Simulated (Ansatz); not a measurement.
Take MoSe2 in the 2H-MoS2 type structure (space group P6_3/mmc, No. 194; a = 3.2770 Å, c = 12.7310 Å; layered, stacked along the Cartesian z axis) as the base.

Calculations: PBE-D3(BJ) (Ansatz, a quantum-chemistry and plane-wave program, PAW, scalar-relativistic without spin-orbit coupling), earlier PAW set.

The change: a free-standing slab of 3 layers (9 atoms, 3 a layer) is cut normal to the stacking axis, with 15 Å of vacuum and the in-plane cell relaxed.

Problem. What happens to the excess energy per area of both faces?

Solution. The excess energy per area of both faces (slab less bulk energy over the cell's area: twice a surface energy) comes out as 0.59 J/m².

Problem. What happens to the gap character?

Solution. The gap character amounts to indirect, Γ → K–Γ (45 % along).

The excess energy carries the mismatch between the slab's and the bulk's meshes. Whether these cells are dynamically stable was not tested. k-point labels follow each cell's own Brillouin zone.
